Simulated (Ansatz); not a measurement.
Checking a run of Ansatz (a program for electronic structure) on Rh (P6_3/mmc, 4 atoms in the cell). The aim is a self-consistent single point with DFT, PBEsol, plane waves, default PAW files made with PBE.

Cell that was meant: a = 2.7004 Å, b = 2.7004 Å, c = 8.6887 Å, α = 90.00°, β = 90.00°, γ = 120.00°.

Part of the input:

Ansatz 0.2 input:
```yaml
    - { symbol: Rh, position: [0.333333, 0.666667, 0.250000] }
    - { symbol: Rh, position: [0.666667, 0.333333, 0.750000] }
kpoints:
  mp_grid: { grid: [1, 1, 1] }
hamiltonian:
  xc: pbesol
  pseudopotentials: { kind: paw }
```

Output, abridged:

```
   [... lines left out ...]
k-points: 1
PAW frozen core: Rh, regenerated for the run's functional, and the local potential with it
Initial density: superposition of atomic densities (neutral atoms: chi_scale 0, normalization atom), corrected by the library's trained network
Initial wavefunctions: pseudopotential atomic-orbital guess
Eigensolver: davidson
Functional: x = pbesol(κ = 0.804, μ = 0.12345679012345678), c = pbesol(β = 0.046)
SCF iter   1: F=—  HF=-25364.013419 eV  |F-HF|=—  |Δ(HF+E_count)|=         —  Δρ=1.66e-1  dr2=4.87e0  ethr=1.77e-3  ⟨swp⟩=8.0  Hψ=148  notcnv=0
all-band conjugate gradients solve this SCF's bands
preconditioner: auto → Kerker (q_TF=auto, 2.828 Å⁻¹)
SCF iter   2: F=—  HF=-25362.965203 eV  |F-HF|=—  |Δ(HF+E_count)|=    1.05e0  S|Δr|=    0.00e0  Δρ=8.15e-2  dr2=1.52e0  ethr=1.77e-3  ⟨swp⟩=3.0  Hψ=79  notcnv=0  defer=1
   [... lines left out ...]
SCF iter   7: F=—  HF=-25362.417365 eV  |F-HF|=—  |Δ(HF+E_count)|=   2.20e-5  S|Δr|=    0.00e0  Δρ=7.26e-5  dr2=3.61e-6  ethr=5.72e-8  ⟨swp⟩=2.0  Hψ=69  notcnv=0  defer=1
SCF iter   8: F=—  HF=-25362.417364 eV  |F-HF|=—  |Δ(HF+E_count)|=   7.80e-7  S|Δr|=    0.00e0  Δρ=5.11e-5  dr2=8.54e-7  ethr=5.31e-9  ⟨swp⟩=2.0  Hψ=53  notcnv=0  defer=1
SCF iter   9: F=-25362.417364 eV  HF=-25362.417364 eV  |F-HF|=2.26e-10  |Δ(HF+E_count)|=   1.14e-7  S|Δr|=    0.00e0  Δρ=4.45e-6  dr2=5.55e-9  ethr=1.47e-10  ⟨swp⟩=8.0  Hψ=177  notcnv=0
SCF 1 converged in 9 iterations: F = -25362.417364 eV  dr2 = 5.55e-9
Stability not checked (fill_not_monotonic)
Free energy (F): -25362.417364 eV
Internal energy: -25362.384398 eV  (E = F + TS)
E sigma→0 (E₀):  -25362.406375 eV
Entropy (-TS):   -0.032966 eV (-8.241 meV/atom)
Fermi energy:    20.944071 eV
--- Forces (eV/Å), atoms counted from 1 ---
  atom   1  Rh     0.00000000    -0.00000000     0.00000000
   [... zero for the other atoms too ...]
--- Stress (GPa, compression-positive) ---
       34.520255       0.000000      -0.000000
        0.000000      34.520255       0.000000
       -0.000000       0.000000     -24.274268
  P = ⅓ Tr σ = 14.9221 GPa (149.221 kbar)
  The stress holds the Pulay correction. Without it, at fixed plane waves, as pw.x and ABINIT print it: P = 14.7981 GPa
```

Task: Can these results be used? Check the input.

Result: The run is not sound. The fault is a single k-point for a small metallic cell. One k-point cannot sample the Fermi surface of a small cell. To fix it, use a converged k-point mesh. The run converged in 9 iterations without an error; against the sound input the free energy falls by 1.89 eV/atom and the pressure goes from -3.95 to 14.92 GPa.

The sound input it was made from differs as follows (other fixes are possible):
```diff
-  mp_grid: { grid: [1, 1, 1] }
+  mp_grid: { grid: [11, 11, 3] }
```

With that input, the run converged in 6 iterations: free energy E − TS (on the zero of these files) -25354.8766 eV; Fermi level (on the code's own zero) 22.32 eV; pressure -3.95 GPa (DFT, PBEsol, plane waves, default PAW files made with PBE).

On the sound input: the starting cell was generated: these elements placed on a structure prototype, without a prior relaxation; it need not be a known phase or ordering of this composition. Spin polarisation is off. With a pressure of about -4 GPa the cell is away from its equilibrium volume at this level. Ansatz's pressure includes its estimate of the finite-basis (Pulay) stress.
